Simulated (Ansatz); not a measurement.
The parent structure is HfO$_{2}$ (space group P4_2/nmc, No. 137; a = 3.6048 Å, c = 5.2650 Å).

Levels (all Ansatz, a quantum-chemistry and plane-wave program, PAW, earlier PAW set): PBE (420 eV, scalar-relativistic without spin-orbit coupling); r2SCAN (500 eV, no spin-orbit coupling); HSE06 (420 eV, no spin-orbit coupling).

One geometry, relaxed with PBE, under each level:

```json
[
 {"level": "PBE", "band gap": "4.67 eV", "lowest conduction level above the VBM at special points": "Γ 4.67 eV; X 5.05 eV; R 5.16 eV; Z 5.29 eV", "pressure": "0.00 GPa"},
 {"level": "r2SCAN", "band gap": "(withheld)", "lowest conduction level above the VBM at special points": "(withheld)", "pressure": "(withheld)"},
 {"level": "HSE06", "band gap": "6.31 eV", "lowest conduction level above the VBM at special points": "Γ 6.31 eV; X 6.71 eV; R 6.85 eV", "pressure": "–"}
]
```

Question: Give the withheld r2SCAN results.

Answer: 
- r2SCAN, band gap: 5.20 eV
- r2SCAN, lowest conduction level above the VBM at special points: Γ 5.20 eV; X 5.55 eV; R 5.67 eV; Z 5.83 eV
- r2SCAN, pressure: -5.86 GPa

Single points use the geometry relaxed with PBE. Their cutoffs differ, which shifts pressures a little. The hybrid gap comes from the SCF mesh plus the semilocal run's edge points and a few special points and is an upper bound. With Hf present, leaving out spin-orbit coupling can change the band edges. Stability against distortions was not tested. This is not the structure that HfO2 has at room temperature and ambient pressure.
